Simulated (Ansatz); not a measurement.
MgGaNO (model structure, started from the AlSiCN type, P3m1, No. 156, 4 atoms in the cell)

All values below come from PBE (plane waves, PAW; Ansatz, an electronic-structure program).

Run with plane-wave cutoff 520 eV, 12×12×8 k mesh (along the axes of the cell as run), Fermi–Dirac smearing 0.01 eV, scalar-relativistic PAW data made under PBE.

Cell (relaxed with PBEsol):

GaMgNO is modelled in the trigonal space group P3m1 (No. 156), Pearson symbol hP4. Lattice parameters: a = 3.235 Å, b = 3.235 Å, c = 5.163 Å, α = 90.00°, β = 90.00°, γ = 120.00°. Ga on 1b sees 3 N at 1.936 Å and 1 O at 1.952 Å (tetrahedral). Mg on 1c is coordinated by 3 O at 1.967 Å and 1 N at 2.087 Å (tetrahedral). O on 1b is coordinated by 1 Ga at 1.952 Å and 3 Mg at 1.967 Å (tetrahedral). N on 1c has 3 Ga at 1.936 Å and 1 Mg at 2.087 Å (tetrahedral). (Neighbours: up to the widest gap in distance over summed covalent radii, below 1.35, at either atom; cation-cation and far metal-metal contacts left out.)

```
Quantity            Result
--------  ----------------
band gap  2.14 eV (direct)
```

Note: the relaxation could raise the start's symmetry but not lower it, so the cell can be a saddle point; cell and atoms aren't relaxed at this level (largest force component 0.15 eV/Å, pressure 4.5 GPa).

Spin–orbit coupling is not included.

The computed numbers hold no vibrational or temperature effects.

A model structure was made by putting elements into a prototype or built by hand; it is no filed structure, need not be a known phase, and can be a saddle point held by its symmetry.
